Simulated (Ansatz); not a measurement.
The starting structures come from a database of crystals and need not be the phases stable at ambient conditions.

 Where the default PAW files enter, the runs use the earlier of Ansatz's two default sets.

By LDA and PBEsol, the system below comes out a metal.

Here is the system:

```
CELL_PARAMETERS angstrom
      2.82510     0.00000     0.00000
      0.00000    12.60137     0.00000
      1.41255     0.00000     2.44661
ATOMIC_POSITIONS crystal
  Al 0.66667 0.75000 0.66667
  Al 0.33333 0.25000 0.33333
  Cr 0.33333 0.58506 0.33333
  Cr 0.66667 0.41494 0.66667
  Cr 0.66667 0.08506 0.66667
  Cr 0.33333 0.91494 0.33333
  C  0.00000 0.50000 0.00000
  C  0.00000 0.00000 0.00000
```

Space group of this cell: P6_3/mmc. The cell is taken as given; by PBEsol its mean pressure is -2.9 GPa.

The current runs along the normal of the first two printed vectors, the (100) plane. All runs by Ansatz (a first-principles code), plane waves and PAW, without spin-orbit coupling; the base is PBEsol.

| run | mean pressure (GPa) | G/A, both spins (10¹⁵ S/m²) |
|---|---|---|
| base | -2.9 | 0.89 |
| all lengths scaled by 0.98 | 13.0 | 0.93 |
| all lengths scaled by 1.02 | -15.0 | (withheld) |
| lda in place of pbesol | -8.6 | 0.89 |
| lengths across the current scaled by 0.98, ions clamped | 7.4 | (withheld) |
| lengths across the current scaled by 1.02, ions clamped | -11.3 | (withheld) |
| lengths along the current scaled by 0.97, ions clamped | 4.6 | 0.89 |
| lengths along the current scaled by 1.03, ions clamped | -9.1 | 0.87 |

Question: Some entries are withheld; supply them.

Answer: 
- all lengths scaled by 1.02, G/A, both spins (10¹⁵ S/m²): 0.85
- lengths across the current scaled by 0.98, ions clamped, G/A, both spins (10¹⁵ S/m²): 0.91
- lengths across the current scaled by 1.02, ions clamped, G/A, both spins (10¹⁵ S/m²): 0.86
